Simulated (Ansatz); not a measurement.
**Fermi-surface data of Ti$_{3}$AlC$_{2}$ (P6_3/mmc)**

Given:

```yaml
crystal:
  lattice:
    - [3.05053, 0.00000, 0.00000]
    - [-1.52527, 2.64184, 0.00000]
    - [0.00000, 0.00000, 18.50254]
  atoms:
    - { symbol: Ti, position: [0.66667, 0.33333, 0.37313] }
    - { symbol: Ti, position: [0.33333, 0.66667, 0.62687] }
    - { symbol: Ti, position: [0.33333, 0.66667, 0.87313] }
    - { symbol: Ti, position: [0.66667, 0.33333, 0.12687] }
    - { symbol: Ti, position: [0.00000, 0.00000, 0.50000] }
    - { symbol: Ti, position: [0.00000, 0.00000, 0.00000] }
    - { symbol: Al, position: [0.00000, 0.00000, 0.75000] }
    - { symbol: Al, position: [0.00000, 0.00000, 0.25000] }
    - { symbol: C, position: [0.33333, 0.66667, 0.43083] }
    - { symbol: C, position: [0.66667, 0.33333, 0.56917] }
    - { symbol: C, position: [0.66667, 0.33333, 0.93083] }
    - { symbol: C, position: [0.33333, 0.66667, 0.06917] }
```

Computed with PBEsol, rigid bands (plane waves, PAW, scalar-relativistic; Ansatz, a program for electronic structure). How the cell was made: cell and atoms relaxed with PBEsol.

- density of states at the Fermi level = 3.71 states/(eV·cell), both spins
- bare Sommerfeld coefficient = 0.73 mJ/(mol of atoms·K²)
- Drude plasma energy = 3.9 (x), 3.9 (y), 1.67 (z) eV
- root-mean-square Fermi velocity = 4.1e5 m/s
- resistivity times τ = 33 (x), 33 (y), 175 (z) ×10⁻²² Ω·m·s

A metal at this level (no band gap); rigid bands, thermally averaged at 300 K, both spins. Spin-orbit coupling is left out. τ is one relaxation time for all states.

Formula and space group known from diffraction (Crystallography Open Database), not checked to be the room-temperature form: Ti3AlC2 (P6_3/mmc).
